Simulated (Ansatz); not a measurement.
**Defect calculation: O vacancy + O vacancy (V_O+V_O) in metastable alpha cristobalite**

All values below come from PBE, PAW (plane waves to 420 eV; Ansatz, a first-principles code). A supercell of 96 sites (2×2×2 repeats of a cell of 12 atoms) was used; the energies come from a 2×2×2 shifted sampling of its zone. Sites at the start: the O site; O 2.64 Å away. Finite-size correction: monopole term and site-potential alignment. Dielectric constants: PBE linear response of the host. Host gap at this level: 5.51 eV. A cell of this size leaves errors of a few tenths of an eV. Levels are measured in PBE's own, too narrow, gap. Spin–orbit coupling is left out. Each state is the lowest found from its start.

Formation energies E_f are given with the Fermi level at the valence-band maximum. Chemical conditions: O-rich (Δμ(O) = 0.00 eV; only phases computed here count, gases as isolated molecules at 0 K); Si-rich (Δμ(O) = -4.17 eV; only phases computed here count, gases as isolated molecules at 0 K). Reference phases: O: O2 molecule in a box.

The name describes the start.

Charges with a result: +2, +1, 0. Others weren't obtained, and one of them could lie lower, also by skipping a charge.

```
charge         moment (μB)  largest move off a lattice site (Å)  image correction with alignment (eV)  E_f, O-rich (eV)  E_f, Si-rich (eV)
------  ------------------  -----------------------------------  ------------------------------------  ----------------  -----------------
+2      not spin-polarised                                 1.11                                  1.21              8.38               0.03
+1                     1.0                                 1.02                                  0.26              9.42               1.07
0       not spin-polarised                                 1.03                                  0.00             10.13               1.78
```

Transition levels above the valence-band maximum: ε(+2/+1) = 1.04 eV; ε(+1/0) = 0.71 eV. On the lower envelope of the bound states, inside the gap: (+2/0) at 0.88 eV; the others aren't thermodynamic.

Flagged in the runs: a host whose relaxation on this sampling wasn't shown to rest, a strain field that reaches the edge of the cell.

All states together cost very roughly 5 core-hours.
